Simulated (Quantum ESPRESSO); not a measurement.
Quantum ESPRESSO is run on TiSi₂ (Fddd, 6 atoms in the cell), and the run fails. The aim is a self-consistent single point with DFT, PBE, plane waves, GBRV 1.5 ultrasoft (PBE) pseudopotentials.

Cell that was meant: a = 5.9190 Å, b = 4.8806 Å, c = 4.7545 Å, α = 75.79°, β = 53.07°, γ = 51.14°.

Part of the input:

```fortran
&control
  calculation = 'static'
  prefix = 'scf'
  outdir = './out'
  pseudo_dir = './'
```

Output (repeated stretches shortened):

```
     This program is part of the open-source Quantum ESPRESSO suite
     for quantum simulation of materials; please cite

 %%%%%%%%%%%%%%%%%%%%%%%%%%%%%%%%%%%%%%%%%%%%%%%%%%%%%%%%%%%%%%%%%%%%%%%%%%%%%%
     Error in routine  control_checkin (1):
      calculation "static" not allowed
 %%%%%%%%%%%%%%%%%%%%%%%%%%%%%%%%%%%%%%%%%%%%%%%%%%%%%%%%%%%%%%%%%%%%%%%%%%%%%%

     stopping ...
```

**Question.** Read the log: what does the program object to, and what is the fix?

**Answer.** The fault is a value that the program does not know. The key takes a closed list of words, and names differ between codes. To fix it, use one of the words that the key accepts. The program stopped before any SCF iteration.

The sound input it was made from differs as follows (other fixes are possible):
```diff
-  calculation = 'static'
+  calculation = 'scf'
```

With that input, the run converged in 14 iterations: free energy E − TS -3770.6689 eV; Fermi level (on the code's own zero) 12.72 eV; pressure 2.71 GPa; largest force (vector length) 0.047 eV/Å (DFT, PBE, plane waves, GBRV 1.5 ultrasoft (PBE) pseudopotentials).

On the sound input: the starting cell comes from a database of computed structures (which also holds hypothetical and non-ambient phases and stackings), without a prior relaxation at this level. Its lattice was rescaled by a random factor within 2.5 % of one. Spin polarisation is off.
